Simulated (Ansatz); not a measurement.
**Al_Si+N_C in 4H silicon carbide**

Level of theory: PBE, PAW (plane waves to 420 eV; Ansatz, a quantum-chemistry and plane-wave program). Set-up: 96-site cell; 2×2×2 shifted k-points; start: the Si(k) site; C(h) 1.89 Å away; energies good to tenths of an eV; relaxed from one start, so a lower configuration may exist; flagged in the runs: a host whose relaxation on this sampling wasn't shown to rest.

Neighbours after relaxation, in Å: of the Al atom: C 1.96, C 1.96, C 1.98, N 2.01; of the N atom: Si 1.87, Si 1.87, Si 1.88, Al 2.01.

| charge | moment (μB) | largest move off a lattice site (Å) |
|---|---|---|
| 0 | not spin-polarised | 0.11 |

Flagged in the runs: a host whose relaxation on this sampling wasn't shown to rest.

All states together cost around 12 core-minutes (rough).
